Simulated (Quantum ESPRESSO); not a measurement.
A self-consistent single point of W (Im-3m, 1 atom in the cell) with Quantum ESPRESSO.

Level of theory: rev-vdW-DF2, PSlibrary ultrasoft (PBE) pseudopotentials (plane waves; Quantum ESPRESSO 7.5).

```xyz
1
Lattice="1.5614 1.5614 1.5614 -1.5614 1.5614 1.5614 -1.5614 -1.5614 1.5614" Properties=species:S:1:pos:R:3 pbc="T T T"
W      0.0000     0.0000     0.0000
```

Reference input (self-consistent single point, DFT, PBEsol, plane waves, PSlibrary ultrasoft (PBE) pseudopotentials): ecutwfc = 55 Ry; ecutrho = 495 Ry; occupations = smearing; smearing = cold; degauss = 0.0099958 Ry; input_dft = pbesol; potentials = {W: W.pbe-spn-rrkjus_psl.1.0.0.UPF}; K_POINTS = automatic 15 15 15 0 0 0; conv_thr = 1e-10 Ry; mixing_beta = 0.7. This run's input differs from it in these lines:

```diff
@@ -18,3 +18,3 @@
   degauss = 0.0099958
-  input_dft = 'pbesol'
+  input_dft = 'vdw-df2-b86r'
 /
```

Output (repeated stretches shortened):

```
     Self-consistent Calculation

     iteration #  1     ecut=    55.00 Ry     beta= 0.70

     Threshold (ethr) on eigenvalues was too large:
     Diagonalizing with lowered threshold

     total energy              =    -157.95498980 Ry
     estimated scf accuracy    <       0.03488038 Ry

     iteration #  2     ecut=    55.00 Ry     beta= 0.70

     total energy              =    -157.96178010 Ry
     estimated scf accuracy    <       0.00118513 Ry

     iteration #  3     ecut=    55.00 Ry     beta= 0.70

     total energy              =    -157.96194883 Ry
     estimated scf accuracy    <       0.00008056 Ry

   [... 3 blocks of this kind left out ...]

     iteration #  7     ecut=    55.00 Ry     beta= 0.70

     total energy              =    -157.96195200 Ry
     estimated scf accuracy    <          1.1E-10 Ry

     iteration #  8     ecut=    55.00 Ry     beta= 0.70
     End of self-consistent calculation

     Number of k-points >= 100: set verbosity='high' to print the bands.

     the Fermi energy is    23.5512 ev

!    total energy              =    -157.96195200 Ry
     estimated scf accuracy    <          2.6E-12 Ry
     smearing contrib. (-TS)   =      -0.00002742 Ry
     internal energy E=F+TS    =    -157.96192458 Ry

     convergence has been achieved in   8 iterations

     Forces acting on atoms (cartesian axes, Ry/au):

     atom    1 type  1   force =     0.00000000    0.00000000    0.00000000

     Total force =     0.000000     Total SCF correction =     0.000000

          total   stress  (Ry/bohr**3)                   (kbar)     P=      129.33
   0.00087914   0.00000000  -0.00000000          129.33        0.00       -0.00
   0.00000000   0.00087914   0.00000000            0.00      129.33        0.00
  -0.00000000   0.00000000   0.00087914           -0.00        0.00      129.33

   JOB DONE.
```

The run converged in 8 iterations. Against the reference run the pressure goes from 8.75 to 12.93 GPa.

The starting cell comes from a database of computed structures (which also holds hypothetical and non-ambient phases and stackings), without a prior relaxation at this level. Its lattice was rescaled by a random factor within 2.5 % of one. Spin polarisation is off. With a pressure of about 13 GPa the cell is away from its equilibrium volume at this level.

Cost on one core of a shared machine: roughly 2 min.
